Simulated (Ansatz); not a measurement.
Effect of Si → Re on HfSiO4

The parent structure is HfSiO$_{4}$ (space group I4_1/amd, No. 141; a = 6.582 Å, c = 5.972 Å).

Modification: full substitution Si → Re; the structure is relaxed again.

All numbers come from plane-wave PAW DFT at the r2SCAN level (Ansatz, a quantum-chemistry and plane-wave program, 500 eV), no SOC. k-mesh 8×8×8 (Γ-centred); smearing 0.05 eV (Fermi–Dirac), for the changed cell.

```tsv
quantity	base	changed	shift
lattice parameter a	6.582 Å	6.601 Å	+0.019 Å
c/a ratio	0.907	1.022	+0.115
space group	I4_1/amd (No. 141)	I4_1/amd (No. 141)	–
shortest interatomic distance	1.623 Å	1.873 Å	+0.250 Å
band gap (an upper bound: an edge found on the path is not a true extremum; the base alone)	6.01 eV	zero	–
```

Final structure:

```yaml
crystal:
  lattice:
    - [-3.30052, 3.30052, 3.37358]
    - [3.30052, -3.30052, 3.37358]
    - [3.30052, 3.30052, -3.37358]
  atoms:
    - { symbol: O, position: [0.10525, 0.28618, 0.81906] }
    - { symbol: O, position: [0.64475, 0.96382, 0.68094] }
    - { symbol: O, position: [0.28288, 0.96382, 0.31906] }
    - { symbol: O, position: [0.46712, 0.28618, 0.18094] }
    - { symbol: O, position: [0.71382, 0.89475, 0.18094] }
    - { symbol: O, position: [0.03618, 0.71712, 0.68094] }
    - { symbol: O, position: [0.03618, 0.35525, 0.31906] }
    - { symbol: O, position: [0.71382, 0.53288, 0.81906] }
    - { symbol: Re, position: [0.50000, 0.50000, 0.00000] }
    - { symbol: Re, position: [0.25000, 0.75000, 0.50000] }
    - { symbol: Hf, position: [0.75000, 0.25000, 0.50000] }
    - { symbol: Hf, position: [0.00000, 0.00000, 0.00000] }
```

Spin-orbit coupling, missing from the scalar runs, can matter with Hf. No phonon test of stability was made. As relaxed here, HfReO4 is a hypothetical phase, not in the database extracts checked. No Hubbard U is applied, and correlation can decide whether such a compound is a metal. All final runs are without spin polarisation.
